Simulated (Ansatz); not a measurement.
Report: zincblende AlP (F-43m), hydrostatic pressure

Cell and atoms are relaxed with PBEsol to each stress (compression positive); bands and masses by PBE with spin-orbit coupling, rigid bands (plane waves, PAW; Ansatz, a first-principles code).

Space group F-43m (No. 216); a = 5.4704 Å, b = 5.4704 Å, c = 5.4704 Å, α = 90.00°, β = 90.00°, γ = 90.00°

```csv
atom,site,symmetry,x,y,z
Al,4a,-43m,0.0000,0.0000,0.0000
P,4d,-43m,0.7500,0.7500,0.7500
```
(The calculation used a cell of 2 atoms; values per cell refer to that cell.)

```tsv
stress (GPa)	ln(V/V₀) (%)	gap (eV)	mean mₑ*
-4.20	5.41	1.675	0.36
-2.80	3.46	1.641	0.35
-1.40	1.67	1.606	0.35
0	0	1.573	0.34
1.40	-1.56	1.542	0.34
2.80	-3.02	1.512	0.34
5.60	-5.72	1.456	0.33
8.40	-8.17	1.402	0.32
```

 Masses are conductivity masses at 300 K in electron masses, harmonic means over x, y and z.

Estimate the bulk modulus from the two loads next to zero.

B ≈ −Δp/Δln V = 2.80 GPa/3.23 % = 87 GPa (PBEsol), a mean over this interval.

How fast does the gap move on either side of zero load?

Under tension, (1.641 − 1.573) eV over -2.80 GPa = -24 meV/GPa, or about 2.0 eV per unit ln V; under compression, (1.512 − 1.573) eV over 2.80 GPa = -22 meV/GPa, or about 2.0 eV per unit ln V. The two slopes part by 2 meV/GPa; gaps are resolved to about 0.01 eV, which allows 7 meV/GPa, so these rows don't tell them apart.

Masses are those of dilute carriers in rigid bands with one relaxation time, without polarons. Third decimals of gaps are kept for the arithmetic. Every relaxation keeps the zincblende phase (space group F-43m under this load), so a transition, a distortion that breaks the symmetry or fracture can't show.
